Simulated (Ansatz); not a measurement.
# Effective masses and thermopower of Cs$_{2}$Pt (P6_3/mmc)

Here is the system:

```xyz
6
Lattice="5.6321 0.0000 0.0000 -2.8160 4.8775 0.0000 0.0000 0.0000 7.6729" Properties=species:S:1:pos:R:3 pbc="T T T"
Cs     2.8160     1.6258     1.9182
Cs     0.0000     3.2517     5.7547
Cs     0.0000     0.0000     0.0000
Cs     0.0000     0.0000     3.8365
Pt     2.8160     1.6258     5.7547
Pt     0.0000     3.2517     1.9182
```

The numbers are results of PBEsol, rigid bands (plane waves, PAW, scalar-relativistic; Ansatz, an electronic-structure program), not measurements. Geometry: cell and atoms relaxed with PBEsol.

| Property | Value |
|---|---|
| band gap | 1.80 eV |
| electron conductivity mass (300 K, dilute) | 0.93 (x), 0.93 (y), 0.27 (z) mₑ |
| effective density of states N_c (300 K) | 2.4e20 cm⁻³ |
| density-of-states mass, electrons | 4.5 mₑ |
| Seebeck coefficient, n-type 1e19 cm⁻³, 300 K | -459 μV/K |
| best n-type power factor at 300 K for τ = 10 fs (best axis; densities from 1e16 to 1e21 cm⁻³ tried, whether or not they can be reached) | 89 μW/(cm·K²) at 3e20 cm⁻³ |

Rigid bands; masses and Seebeck coefficients take one relaxation time τ for all states and one kind of carrier; polarons and phonon drag are left out. Spin-orbit coupling is left out; with 5d elements it also splits d-like band edges.

Computed structure with no diffraction record at hand here (it may be known, metastable or hypothetical): Cs2Pt (P6_3/mmc).
